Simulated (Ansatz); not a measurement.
# A computed series for SiC: point defects

The reference is an 8-atom supercell of SiC in the wurtzite structure (space group P6_3mc, No. 186; a = 3.0919 Å, c = 5.0742 Å) at its relaxed geometry.

One neutral defect a cell, atoms relaxed at fixed cell.

All numbers come from plane-wave PAW DFT at the PBE level (Ansatz, a first-principles code, 420 eV), no spin-orbit coupling, earlier PAW set.

Candidates:
(a) C on a Si site (antisite)
(b) C vacancy
(c) B on a C site

**Question.** Order them by largest displacement of a host atom from its site in the perfect cell, lowest first.

**Answer.** (c) B on a C site (0.10 Å), (b) C vacancy (0.18 Å), (a) C on a Si site (antisite) (0.25 Å)

The magnetic state is the one reached from the starting moments; the real material's order can differ, and small cells can't hold many antiferromagnetic ones. The cell is small, so the values are those of an ordered compound at a high defect concentration; dilute-limit values will differ. Starting moments died away, wholly or in part, for C on a Si site (antisite), C vacancy and B on a C site; another magnetic solution may exist.
